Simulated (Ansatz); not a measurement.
Ansatz (a program for electronic structure) run on CaBi₃ (Pm-3m, 4 atoms in the cell): self-consistent single point.

Computed with PBEsol, PAW files made with PBE (plane waves; Ansatz).

The change in words: lattice scaled by 0.98. Reference geometry:
```
CELL_PARAMETERS angstrom
      4.85870     0.00000     0.00000
      0.00000     4.85870     0.00000
      0.00000     0.00000     4.85870
ATOMIC_POSITIONS crystal
  Ca 0.50000 0.50000 0.50000
  Bi 0.50000 0.00000 0.00000
  Bi 0.00000 0.50000 0.00000
  Bi 0.00000 0.00000 0.50000
```

Reference input (self-consistent single point, DFT, PBEsol, plane waves, PAW files made with PBE): kpoints.mp_grid.grid = 9 9 9; hamiltonian.xc = pbesol; hamiltonian.pseudopotentials = {kind: paw} (an earlier, softer set of the program's PAW files); scf.occupations.method = fermi_dirac; scf.occupations.width = 0.1 eV. This run's input differs from it in these lines:

```diff
@@ -2,5 +2,5 @@
   lattice:
-    - [4.858697, 0.000000, 0.000000]
-    - [0.000000, 4.858697, 0.000000]
-    - [0.000000, 0.000000, 4.858697]
+    - [4.761523, 0.000000, 0.000000]
+    - [0.000000, 4.761523, 0.000000]
+    - [0.000000, 0.000000, 4.761523]
   atoms:
```

The program printed (abridged):

```
SCF iter   1: F=—  HF=-38531.123221 eV  |F-HF|=—  |Δ(HF+E_count)|=         —  Δρ=5.63e-2  dr2=1.08e1  ethr=3.10e-3  ⟨swp⟩=8.3  Hψ=5557  notcnv=0
all-band conjugate gradients solve this SCF's bands
preconditioner: auto → Kerker (q_TF=auto, 2.438 Å⁻¹)
SCF iter   2: F=—  HF=-38529.152135 eV  |F-HF|=—  |Δ(HF+E_count)|=    1.97e0  Δρ=1.82e-2  dr2=1.37e0  ethr=3.10e-3  ⟨swp⟩=3.4  Hψ=2718  notcnv=0
   [... lines left out ...]
SCF iter   5: F=—  HF=-38528.740184 eV  |F-HF|=—  |Δ(HF+E_count)|=   1.29e-4  Δρ=5.77e-4  dr2=4.73e-4  ethr=8.72e-6  ⟨swp⟩=2.1  Hψ=2249  notcnv=0
SCF iter   6: F=—  HF=-38528.740127 eV  |F-HF|=—  |Δ(HF+E_count)|=   5.73e-5  Δρ=1.20e-4  dr2=2.69e-5  ethr=8.61e-7  ⟨swp⟩=2.1  Hψ=2059  notcnv=0
SCF iter   7: F=—  HF=-38528.740112 eV  |F-HF|=—  |Δ(HF+E_count)|=   1.54e-5  Δρ=2.59e-5  dr2=9.58e-7  ethr=4.90e-8  ⟨swp⟩=2.0  Hψ=2133  notcnv=0
SCF iter   8: F=-38528.740111 eV  HF=-38528.740111 eV  |F-HF|=2.33e-8  |Δ(HF+E_count)|=   1.00e-7  Δρ=4.31e-6  dr2=4.47e-8  ethr=1.82e-10  ⟨swp⟩=7.5  Hψ=5250  notcnv=0
SCF 1 converged in 8 iterations: F = -38528.740111 eV  dr2 = 4.47e-8
Free energy (F): -38528.740111 eV
Internal energy: -38528.676023 eV  (E = F + TS)
E sigma→0 (E₀):  -38528.708067 eV
Entropy (-TS):   -0.064089 eV (-16.022 meV/atom)
Fermi energy:    12.639973 eV
--- Forces (eV/Å), atoms counted from 1 ---
  atom   1  Ca     0.00000000    -0.00000000    -0.00000000
   [... zero for the other atoms too ...]
--- Stress (GPa, compression-positive) ---
        6.010230       0.000000      -0.000000
        0.000000       6.010230      -0.000000
        0.000000       0.000000       6.010230
  P = ⅓ Tr σ = 6.0102 GPa (60.102 kbar)
  The stress holds the Pulay correction. Without it, at fixed plane waves, as pw.x and ABINIT print it: P = 5.9988 GPa
```

The run converged in 8 iterations. Against the reference run the free energy rises by 40.7 meV/atom and the pressure goes from 1.94 to 6.01 GPa.

The starting cell comes from a database of computed structures (which also holds hypothetical and non-ambient phases and stackings), without a prior relaxation at this level. Its lattice was rescaled by a random factor within 2.5 % of one. For this run, on top of that: lattice scaled by 0.98. With a pressure of about 6 GPa the cell is away from its equilibrium volume at this level. Ansatz's pressure includes its estimate of the finite-basis (Pulay) stress.

Keys are those of Ansatz 0.2.
